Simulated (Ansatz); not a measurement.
Take ZrC in the rock salt structure (space group Fm-3m, No. 225; a = 4.6689 Å) as the base.

Level of theory: Ansatz (a program for electronic structure) PBEsol, no spin-orbit coupling.

Before the change:

```
Item               Result
---------------  --------
Volume per atom  12.72 Å³
Band gap             zero
```

Modification: hydrostatic tension (pressure −2 GPa).

Q: What happens to the volume per atom?

A: The volume per atom rises by 0.11 Å³ (12.72 Å³ → 12.83 Å³).

Q: How does this affect the band gap?

A: The band gap is still zero.

Load acts through the strain it causes; cell and atoms are relaxed under it. No phonon test of stability was made. The final runs are not spin-polarised.
